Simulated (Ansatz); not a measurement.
# Ga2O3 (model structure, started from the A-La2O3 type, P-3m1, No. 164, 5 atoms in the cell)

All values below come from r²SCAN (PAW; Ansatz, a program for electronic structure).

Settings: plane-wave cutoff 560 eV, 12×12×6 k mesh (along the axes of the cell as run), Fermi–Dirac smearing 0.01 eV, scalar-relativistic PAW data made under PBE.

Cell (relaxed with PBEsol):

Space group P-3m1 (No. 164); a = b = 2.9933 Å, c = 6.9736 Å, α = β = 90.00°, γ = 120.00°

```csv
atom,site,symmetry,x,y,z
Ga,2d,3m.,0.3333,0.6667,0.2000
O,1a,-3m.,0.0000,0.0000,0.0000
O,2d,3m.,0.6667,0.3333,0.3048
```

```
Quantity            Result
--------  ----------------
band gap  3.14 eV (direct)
```

Note: the relaxation could raise the start's symmetry but not lower it, so the cell can be a saddle point; cell and atoms aren't relaxed at this level (largest force component 0.23 eV/Å, pressure -1.6 GPa); the cell has widely spaced layers and the level no dispersion term, so their spacing and the moduli can rest on weak binding.

Spin–orbit coupling is not included.

Computed values are for the static lattice.

A model structure was made by putting elements into a prototype or built by hand; it is no filed structure, need not be a known phase, and can be a saddle point held by its symmetry.
